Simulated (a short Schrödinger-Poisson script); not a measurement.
Solved with a short Schrödinger-Poisson script written for these runs: 1D Poisson equation in equilibrium, electrons quantum, Hartree (BenDaniel-Duke, 12 states a valley, the channel's in-plane mass for all, wave functions free to enter the dielectric), parabolic valleys, classical holes, full ionisation, no traps, pinning or gate leakage.

System: symmetric double-gate stack, SiO2 on p-type Si(100), at 300 K.

From the gate side: 2.1 nm SiO2; 3 nm Si, acceptors 1e16 cm⁻³; 2.1 nm SiO2.

Constants are typed, rounded textbook-type inputs, not results; the design itself was drawn at random and stands for no fabricated device. SiO2: permittivity 3.9, conduction-band edge (eV) 3.15, gap (eV) 9, electron mass (mₑ) 0.5. Si: permittivity 11.7, conduction-band edge (eV) 0, gap (eV) 1.124, Nv at 300 K (cm⁻³) 3.1e19.

Channel valleys (confinement mass, in-plane density-of-states mass, number): Δ2 0.916, 0.19, 2; Δ4 0.19, 0.417, 4. At the gates, both at one voltage, the conduction-band edge of layer 1 lies 3.69 eV − eVg above the Fermi level of the channel. Gaps are held at their typed values at every temperature. Mesh 0.03 nm at interfaces.

**Question.** Give the capacitance of both gates at Vg = 2 V (μF/cm²); the sheet density of all electrons at Vg = 2 V (cm⁻²); the sheet density of all electrons at Vg = 0.8 V (cm⁻²).

**Answer.** capacitance of both gates at Vg = 2 V (μF/cm²): 2.88; sheet density of all electrons at Vg = 2 V (cm⁻²): 2.46e13; sheet density of all electrons at Vg = 0.8 V (cm⁻²): 3.88e12.
